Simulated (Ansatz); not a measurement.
Results of r²SCAN (PAW; Ansatz, a first-principles code) for Ca3Si2O7 (Ima2, No. 46).

Settings: plane-wave cutoff 500 eV, 8×8×8 k mesh, Fermi–Dirac smearing 0.05 eV, scalar-relativistic PAW data made under PBE.

Computed at the level's own relaxed cell.

Task: Predict the volume per atom and band gap.

Result: 
* **volume per atom**: 13.30 Å³/atom
* **band gap**: 5.36 eV (on the SCF k mesh)

Note: the relaxation could not lower the start's symmetry, so the cell can be a saddle point above a distorted one.

Static lattice: no zero-point or thermal effects.

Cost on a shared machine: very roughly 9 core-hours.
